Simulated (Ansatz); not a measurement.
MgH2 in the CdCl2 type structure (space group R-3m, No. 166; a hypothetical phase, not in the database extracts checked)

Space group R-3m, hexagonal axes (No. 166); a = b = 3.001 Å, c = 11.671 Å, α = β = 90.00°, γ = 120.00°

```
atom  site  symmetry       x       y       z
----  ----  --------  ------  ------  ------
Mg      3a       -3m  0.0000  0.0000  0.0000
H       6c        3m  0.0000  0.0000  0.2550
```
(The calculation used a cell of 3 atoms; values per cell refer to that cell.)

Computed with PBE-D3(BJ) (Ansatz, an electronic-structure program; PAW; 420 eV plane waves; spin-orbit coupling left out). Settings: 13×13×13 k-points, 0.05 eV Fermi–Dirac smearing.

```yaml
volume_per_atom: 10.12 Å³
density: 1.44 g/cm³
band_gap: 2.74 eV, indirect, k = (0, 0.154, -0.154) in the run's primitive reciprocal basis → F
total_energy: -652.095 eV/atom (σ→0; compares only within this code and set-up)
```

Semilocal Kohn–Sham gaps tend to fall short of experiment. Whether these cells are dynamically stable was not tested.
